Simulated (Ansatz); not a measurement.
**Pressure series in Cu3N**

Consider Cu3N (space group Pm-3m, No. 221; a = 3.7649 Å).

Cell and atoms are relaxed at each pressure.

Calculations: PBEsol, PAW, 420 eV (Ansatz, a first-principles code; no spin-orbit coupling).

```json
[
 {"variant": "base", "volume per atom": "13.34 Å³", "band gap": "zero"},
 {"variant": "pressure −2 GPa", "volume per atom": "13.55 Å³", "band gap": "0.07 eV"},
 {"variant": "pressure −1 GPa", "volume per atom": "13.44 Å³", "band gap": "zero"},
 {"variant": "pressure 0.9 GPa", "volume per atom": "13.25 Å³", "band gap": "zero"},
 {"variant": "pressure 2.1 GPa", "volume per atom": "13.14 Å³", "band gap": "zero"},
 {"variant": "pressure 4.5 GPa", "volume per atom": "?", "band gap": "zero"},
 {"variant": "pressure 9 GPa", "volume per atom": "12.58 Å³", "band gap": "zero"},
 {"variant": "pressure 15 GPa", "volume per atom": "12.19 Å³", "band gap": "zero"},
 {"variant": "pressure 22.5 GPa", "volume per atom": "11.77 Å³", "band gap": "zero"},
 {"variant": "pressure 30 GPa", "volume per atom": "11.42 Å³", "band gap": "zero"}
]
```

Question: Complete the table.

Answer: 
- pressure 4.5 GPa, volume per atom: 12.93 Å³

Load acts through the strain it causes; cell and atoms are relaxed under it. Whether these cells are dynamically stable was not tested. No other phases were tried under pressure. The final runs are not spin-polarised. Gaps under 0.05 eV, about the width of the smearing, are given as zero. The zero or small gap of Cu3N can change with the level of theory.
